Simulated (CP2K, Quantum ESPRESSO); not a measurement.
A Quantum ESPRESSO input for a self-consistent single point of HgTe (F-43m, 2 atoms in the cell) (DFT, LDA (PZ), plane waves, PSlibrary PAW (LDA) pseudopotentials):

```fortran
&CONTROL
  calculation = 'scf',
  prefix = 'HgTe',
  outdir = './tmp/',
  pseudo_dir = './',
  tprnfor = .true.,
  tstress = .true.,
/
&SYSTEM
  ibrav = 0,
  nat = 2,
  ntyp = 2,
  ecutwfc = 50,
  ecutrho = 450,
  occupations = 'smearing',
  smearing = 'fermi-dirac',
  degauss = 0.0036749,
/
&ELECTRONS
  conv_thr = 1.0e-11,
/
ATOMIC_SPECIES
Hg   200.5920  Hg.pz-n-kjpaw_psl.1.0.0.UPF
Te   127.6000  Te.pz-n-kjpaw_psl.1.0.0.UPF
CELL_PARAMETERS {angstrom}
   0.00000000     3.28846300     3.28846300
   3.28846300     0.00000000     3.28846300
   3.28846300     3.28846300     0.00000000
ATOMIC_POSITIONS {alat}
Hg    0.00000000    0.00000000    0.00000000
Te    0.35355339    0.35355339    0.35355339
K_POINTS {automatic}
9 9 9  0 0 0
```

Task: Write the same calculation as an input for CP2K.

Result: This is the input that was run; spellings and numerical settings could be chosen otherwise.

```
&GLOBAL
  PROJECT calc
  RUN_TYPE ENERGY_FORCE
  PRINT_LEVEL LOW
&END GLOBAL
&FORCE_EVAL
  METHOD Quickstep
  STRESS_TENSOR ANALYTICAL
  &DFT
    BASIS_SET_FILE_NAME BASIS_MOLOPT
    POTENTIAL_FILE_NAME GTH_POTENTIALS
    &QS
      METHOD GPW
      EPS_DEFAULT 1E-10
    &END QS
    &MGRID
      CUTOFF 500
      REL_CUTOFF 50
      NGRIDS 5
    &END MGRID
    &SCF
      SCF_GUESS ATOMIC
      EPS_SCF 1E-7
      MAX_SCF 100
      ADDED_MOS 4
      &DIAGONALIZATION
        ALGORITHM STANDARD
      &END DIAGONALIZATION
      &MIXING
        METHOD BROYDEN_MIXING
        ALPHA 0.3
        NBUFFER 12
        BETA 1
      &END MIXING
      &SMEAR ON
        METHOD FERMI_DIRAC
        ELECTRONIC_TEMPERATURE [K] 580.23
      &END SMEAR
    &END SCF
    &KPOINTS
      SCHEME MONKHORST-PACK 9 9 9
    &END KPOINTS
    &XC
      &XC_FUNCTIONAL PADE
      &END XC_FUNCTIONAL
    &END XC
    &PRINT
      &MO
        EIGENVALUES T
        OCCUPATION_NUMBERS T
        NDIGITS 8
        FILENAME mo
        &EACH
          QS_SCF 0
        &END EACH
        ADD_LAST NUMERIC
      &END MO
      &MULLIKEN OFF
      &END MULLIKEN
    &END PRINT
  &END DFT
  &SUBSYS
    &CELL
      A 4.65058900 0.00000000 0.00000000
      B 2.32529400 4.02752800 0.00000000
      C 2.32529400 1.34250900 3.79719000
      PERIODIC XYZ
    &END CELL
    &COORD
      SCALED
      Hg       0.00000000     0.00000000     0.00000000
      Te       0.25000000     0.25000000     0.25000000
    &END COORD
    &KIND Hg
      BASIS_SET DZVP-MOLOPT-SR-GTH-q12
      POTENTIAL GTH-PADE-q12
    &END KIND
    &KIND Te
      BASIS_SET DZVP-MOLOPT-SR-GTH-q6
      POTENTIAL GTH-PADE-q6
    &END KIND
  &END SUBSYS
  &PRINT
    &FORCES ON
    &END FORCES
    &STRESS_TENSOR ON
    &END STRESS_TENSOR
  &END PRINT
&END FORCE_EVAL
```

Basis, cutoffs, solver keys and any potentials are the target program's own. This input uses DFT LDA (Pade form), GPW, DZVP-MOLOPT-SR-GTH basis, GTH-PADE potentials (GTH_POTENTIALS). LDA parametrisations can differ slightly between programs. Both were run: pressure -2.61 GPa in Quantum ESPRESSO and -1.93 in CP2K.

On Quantum ESPRESSO: the starting cell has typed, rounded lattice constants, without a prior relaxation at this level. Its lattice was rescaled by a random factor within 2.5 % of one. The run gives no clean gap (levels at the Fermi energy touch, overlap or are partly filled at this smearing), which alone does not show that the compound is a metal.

On CP2K: the starting cell has typed, rounded lattice constants, without a prior relaxation at this level. Its lattice was rescaled by a random factor within 2.5 % of one. Values carry the incompleteness of an atom-centred basis. The run gives no clean gap (levels at the Fermi energy touch, overlap or are partly filled at this smearing), which alone does not show that the compound is a metal.
